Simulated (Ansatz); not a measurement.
We consider L1₂ (Cu3Au-type) Al₃Sc, described by BLYP in Ansatz (plane waves, PAW).

Run with plane-wave cutoff 520 eV, 14×14×14 k mesh, Fermi–Dirac smearing 0.05 eV, scalar-relativistic PAW data made under PBE.

Pressure at four volumes; x = ln(V/17.892 Å³). One pressure is withheld.

| V (Å³/atom) | x | P (GPa) |
|---|---|---|
| 16.819 | -0.0618 | ? |
| 17.177 | -0.0408 | 3.33 |
| 17.892 | 0.0000 | 0.00 |
| 18.966 | 0.0583 | -3.79 |

Pass a parabola P(x) through the three rows shown, estimate the bulk modulus and its pressure derivative near zero pressure, and predict the withheld pressure.

Slopes between the rows: (0.00 − (3.33))/(0.0000 − (-0.0408)) = -81.62 and (-3.79 − (0.00))/(0.0583 − (0.0000)) = -65.01 GPa. Their difference over the span 0.0991 is c = 16.61/0.0991 = 167.6 GPa, so P(x) = 3.33 + (-81.62)(x − (-0.0408)) + 167.6 (x − (-0.0408))(x − (0.0000)). At the middle row B = −dP/dx = −[-81.62 + 167.6 × 0.0408] = 74.8 GPa, and B′ = dB/dP = 2c/B = 4.5. At x = -0.0618 the parabola gives 5.26 GPa; the run gives 5.28 GPa. The Birch–Murnaghan fit to the energies at all volumes has B0 = 74.3 GPa and B′ = 4.5.

Measured, for comparison: bulk modulus 91.5 ± 1 GPa (298 K, no zero-point or thermal correction, polycrystal; as tabulated in A Combined Experimental and First-Principles Based Assessment of …). Computed (rounded) less measured: bulk modulus -19 %.

Ansatz is an electronic-structure program.
